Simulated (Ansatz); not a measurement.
BaZrO3, pressure series

Start from BaZrO3 in the cubic perovskite structure (space group Pm-3m, No. 221).

```
CELL_PARAMETERS angstrom
      4.22721     0.00000     0.00000
      0.00000     4.22721     0.00000
      0.00000     0.00000     4.22721
ATOMIC_POSITIONS crystal
  Ba 0.00000 0.00000 0.00000
  Zr 0.50000 0.50000 0.50000
  O  0.00000 0.50000 0.50000
  O  0.50000 0.50000 0.00000
  O  0.50000 0.00000 0.50000
```

Cell and atoms are relaxed at each pressure.

Calculations: PBE/PAW in Ansatz (a program for electronic structure), no spin-orbit coupling.

Notes on the quantities. electron mass: degenerate bands, along [100]; enthalpy: H = E + PV relative to the base's energy.

| variant | electron mass | shortest interatomic distance | enthalpy |
|---|---|---|---|
| base | 0.36, 0.36, 2.8 mₑ (at Γ) | 2.114 Å | – |
| pressure −2 GPa | 0.36, 0.36, 2.9 mₑ (at Γ) | 2.123 Å | -0.19 eV/atom |
| pressure −1 GPa | 0.36, 0.36, 2.9 mₑ (at Γ) | 2.118 Å | -0.09 eV/atom |
| pressure 3 GPa | 0.36, 0.36, 2.8 mₑ (at Γ) | ? | +0.28 eV/atom |
| pressure 7 GPa | ? | 2.084 Å | +0.65 eV/atom |
| pressure 15 GPa | ? | 2.056 Å | +1.35 eV/atom |
| pressure 30 GPa | 0.32, 0.32, 2.5 mₑ (at Γ) | 2.014 Å | +2.61 eV/atom |
| pressure 50 GPa | 0.31, 0.31, 2.4 mₑ (at Γ) | 1.970 Å | +4.19 eV/atom |
| pressure 75 GPa | 0.29, 0.29, 2.3 mₑ (at Γ) | 1.929 Å | +6.04 eV/atom |
| pressure 100 GPa | 0.28, 0.28, 2.2 mₑ (at Γ) | 1.895 Å | +7.78 eV/atom |

**Question.** Complete the table.

**Answer.** 
- pressure 3 GPa, shortest interatomic distance: 2.100 Å
- pressure 7 GPa, electron mass: 0.35, 0.35, 2.7 mₑ (at Γ)
- pressure 15 GPa, electron mass: 0.34, 0.34, 2.6 mₑ (at Γ)

The levels and masses belong to the bands next to the band gap. Load acts through the strain it causes; cell and atoms are relaxed under it. Effective masses come from finite differences of ±0.01 Å⁻¹. Stability against distortions was not tested. Competing high-pressure phases were not computed.
